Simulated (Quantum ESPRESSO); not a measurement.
Worked example: relaxation of the atoms of ScAl (P4mm, 2 atoms in the cell) in Quantum ESPRESSO.

Method: LDA (PW92), PseudoDojo standard norm-conserving (LDA) pseudopotentials (plane waves; Quantum ESPRESSO).

Input:

```fortran
&CONTROL
 calculation = 'relax'
 prefix = 'run'
 outdir = './out'
 pseudo_dir = './'
 verbosity = 'high'
 forc_conv_thr = 7.8e-03
/
&SYSTEM
 ibrav = 0
 nat = 2
 ntyp = 2
 ecutwfc = 80
 occupations = 'smearing'
 smearing = 'fermi-dirac'
 degauss = 0.0073499
/
&ELECTRONS
 conv_thr = 1.0d-10
 mixing_beta = 0.4
/
&IONS
/
ATOMIC_SPECIES
Sc    44.9559  Sc.upf
Al    26.9815  Al.upf
ATOMIC_POSITIONS {crystal}
Sc    0.50000000    0.50000000    0.54437300
Al    0.00000000    0.00000000    0.00000000
K_POINTS {automatic}
10 10 10  0 0 0
CELL_PARAMETERS {angstrom}
   3.38046100     0.00000000     0.00000000
   0.00000000     3.38046100     0.00000000
   0.00000000     0.00000000     3.38046100
```

Log, with long lists cut:

```
     Self-consistent Calculation

     iteration #  1     ecut=    80.00 Ry     beta= 0.40

---- Real-time Memory Report at c_bands before calling an iterative solver
           119 MiB given to the printing process from OS
            87 MiB allocation reported by mallinfo(arena+hblkhd)
------------------

     Threshold (ethr) on eigenvalues was too large:
     Diagonalizing with lowered threshold

---- Real-time Memory Report at c_bands before calling an iterative solver
           121 MiB given to the printing process from OS
            88 MiB allocation reported by mallinfo(arena+hblkhd)
------------------

   [... lines left out ...]

---- Real-time Memory Report at c_bands before calling an iterative solver
           129 MiB given to the printing process from OS
           100 MiB allocation reported by mallinfo(arena+hblkhd)
------------------

     total energy              =    -101.51992482 Ry
     estimated scf accuracy    <          7.7E-10 Ry

     iteration # 10     ecut=    80.00 Ry     beta= 0.40

---- Real-time Memory Report at c_bands before calling an iterative solver
           131 MiB given to the printing process from OS
           101 MiB allocation reported by mallinfo(arena+hblkhd)
------------------
     End of self-consistent calculation

     the Fermi energy is     9.2278 ev

!    total energy              =    -101.51992482 Ry
     estimated scf accuracy    <          2.1E-12 Ry
     smearing contrib. (-TS)   =      -0.00229019 Ry
     internal energy E=F+TS    =    -101.51763463 Ry

     convergence has been achieved in  10 iterations

     Forces acting on atoms (cartesian axes, Ry/au):

     atom    1 type  1   force =     0.00000000    0.00000000   -0.02537682
     atom    2 type  2   force =     0.00000000    0.00000000    0.02537682

     Total force =     0.035888     Total SCF correction =     0.000006

     BFGS Geometry Optimization
     Energy error            =      1.3E-03 Ry
     Gradient error          =      2.5E-02 Ry/Bohr

     number of scf cycles    =   1
     number of bfgs steps    =   0

   [... lines left out ...]
     the Fermi energy is     9.2370 ev
!    total energy              =    -101.52352199 Ry
     Total force =     0.000000     Total SCF correction =     0.000001
     bfgs converged in   6 scf cycles and   5 bfgs steps
   [... lines left out ...]
     (criteria: energy <  1.0E-04 Ry, force <  7.8E-03 Ry/Bohr)

     End of BFGS Geometry Optimization

     Final energy             =    -101.5235219948 Ry

     File ./out/run.bfgs deleted, as requested
Begin final coordinates

ATOMIC_POSITIONS (crystal)
Sc               0.5000000000        0.5000000000        0.5221862031
Al               0.0000000000        0.0000000000        0.0221867969
End final coordinates

   JOB DONE.
```

The run converged.  The full log also holds: “c_bands:  1 eigenvalues not converged”. The full log also holds: “SCF correction compared to forces is large: reduce conv_thr to get better values”.

Summary of the result:
```
Item                                         Result
------------------------------------  -------------
Free energy E − TS                    -1381.2979 eV
Fermi level (on the code's own zero)        9.24 eV
Relaxation steps                                  5
```

The starting cell comes from a database of computed structures (which also holds hypothetical and non-ambient phases and stackings), without a prior relaxation at this level. Its lattice was rescaled by up to half a per cent. For this run, on top of that: one atom moved by 0.15 angstrom. The relaxation keeps the symmetry of its start, so its end need not be a minimum.

Cost on one core of a shared machine: roughly 3 min.
